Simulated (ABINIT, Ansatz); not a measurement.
An ABINIT input for a self-consistent single point of Ir (Fm-3m, 1 atom in the cell) (DFT, PBE, plane waves, PAW (JTH v2.0 PBE PAW)):

```
# Ir, JTH v2.0 PBE PAW
pp_dirpath "./"
pseudos "Ir.GGA_PBE-JTH.xml"
acell 2.7152900398 2.7152900398 2.7152900398 Angstrom
rprim
        -0.0000000000    0.7071067812    0.7071067812
         0.7071067812   -0.0000000000    0.7071067812
         0.7071067812    0.7071067812   -0.0000000000
natom 1
ntypat 1
znucl 77
typat 1
xred    0.0000000000    0.0000000000    0.0000000000
ecut 20 Ha
pawecutdg 40 Ha
pawxcdev 0
ixc 11
occopt 3
tsmear 0.1 eV
nband 13
kptopt 1
ngkpt 10 10 10
nshiftk 1
shiftk 0 0 0
nstep 60
tolvrs 1.0e-10
prtwf 0
prtden 0
```

Question: Write the same calculation as an input for Ansatz (an electronic-structure program).

Answer: This is the input that was run; spellings and numerical settings could be chosen otherwise.

Ansatz 0.2 input:
```yaml
crystal:
  lattice:
    - [0.000000, 1.920000, 1.920000]
    - [1.920000, 0.000000, 1.920000]
    - [1.920000, 1.920000, 0.000000]
  atoms:
    - { symbol: Ir, position: [0.000000, 0.000000, 0.000000] }
basis:
  ecutwfc: 420.0
kpoints:
  mp_grid: { grid: [10, 10, 10] }
hamiltonian:
  xc: pbe
  pseudopotentials: { kind: paw }
scf:
  occupations: { method: fermi_dirac, width: 0.1 }
output:
  forces: true
  eigenvalues: true
  stress: true
```

Basis settings and potentials, where a program has them, do not carry over. This input uses DFT, PBE, plane waves, default PAW files. Both were run: pressure 8.83 GPa in ABINIT and 8.99 in Ansatz. Ansatz's pressure is the one without its finite-basis correction.

On Ansatz: the starting cell has typed, rounded lattice constants, without a prior relaxation at this level. Spin polarisation is off. With a pressure of about 9 GPa the cell is away from its equilibrium volume at this level.

On ABINIT: the starting cell has typed, rounded lattice constants, without a prior relaxation at this level. Spin polarisation is off. With a pressure of about 9 GPa the cell is away from its equilibrium volume at this level.
